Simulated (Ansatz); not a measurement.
Results of r²SCAN (PAW; Ansatz, a program for electronic structure) for B20 (FeSi-type) AlPt (cell taken from a computed entry).

Settings: plane-wave cutoff 500 eV, 12×12×12 k mesh, Fermi–Dirac smearing 0.1 eV, scalar-relativistic PAW data made under PBE.

Computed at the level's own relaxed cell.

Q: Estimate the equilibrium volume per atom and lattice parameter a that the calculation returns.

A: 
- equilibrium volume per atom: 14.52 Å³/atom
- lattice parameter a: 4.879 Å

The run finds no gap.

Note: the relaxation could not lower the start's symmetry, so the cell can be a saddle point above a distorted one.

Spin–orbit coupling is not included.

The computed numbers hold no vibrational or temperature effects.
